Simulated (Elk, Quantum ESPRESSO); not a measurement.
An Elk input for a self-consistent single point of YGa (Cmcm, 4 atoms in the cell) (DFT, LDA (PW92), all-electron FP-LAPW, Elk's shipped species files, APW+lo basis with extra local orbitals):

```
tasks
  0

tforce
  .true.

rgkmax
  7.5

gmaxvr
  18.0

lmaxapw
  10

lmaxo
  8

nxlo
  2

lorbcnd
  .true.

lradstp
  2

nrmtscf
  2.0

rmtscf
  0.97

lmaxi
  4

swidth
  0.00367493

maxscl
  100

scale
  11.17453226

avec
    0.3708628179   -0.9286876602    0.0000000000
    0.3708628179    0.9286876602    0.0000000000
    0.0000000000    0.0000000000    0.6958075121

atoms
  2
  'Y.in'
  2
  0.8609300000  0.1390700000  0.7500000000    0.0 0.0 0.0
  0.1390700000  0.8609300000  0.2500000000    0.0 0.0 0.0
  'Ga.in'
  2
  0.5742400000  0.4257600000  0.7500000000    0.0 0.0 0.0
  0.4257600000  0.5742400000  0.2500000000    0.0 0.0 0.0

ngridk
  6 6 6
```

Problem. Translate this input to Quantum ESPRESSO.

Solution. This is the input that was run; spellings and numerical settings could be chosen otherwise.

```fortran
&control
  calculation = 'scf',
  prefix = 'yga',
  outdir = './out',
  pseudo_dir = './',
  tprnfor = .true.,
  tstress = .true.,
/
&system
  ibrav = 0,
  nat = 4,
  ntyp = 2,
  ecutwfc = 50,
  ecutrho = 400,
  occupations = 'smearing',
  smearing = 'fermi-dirac',
  degauss = 0.0073499,
/
&electrons
  conv_thr = 1.0d-9,
/
ATOMIC_SPECIES
Y     88.9058  y_lda_v1.4.uspp.F.UPF
Ga    69.7230  ga_lda_v1.4.uspp.F.UPF
ATOMIC_POSITIONS crystal
Y     0.8609300000    0.1390700000    0.7500000000
Y     0.1390700000    0.8609300000    0.2500000000
Ga    0.5742400000    0.4257600000    0.7500000000
Ga    0.4257600000    0.5742400000    0.2500000000
K_POINTS automatic
6 6 6  0 0 0
CELL_PARAMETERS bohr
   4.1442185242   -10.3776502216     0.0000000000
   4.1442185242    10.3776502216     0.0000000000
   0.0000000000     0.0000000000     7.7753234932
```

Basis, cutoffs, solver keys and any potentials are the target program's own. This input uses DFT, LDA (PZ), plane waves, GBRV 1.5 ultrasoft (LDA) pseudopotentials. LDA parametrisations can differ slightly between programs.

The starting cell comes from a database of computed structures (which also holds hypothetical and non-ambient phases and stackings), without a prior relaxation at this level. Its lattice was rescaled by a random factor within 2.5 % of one.
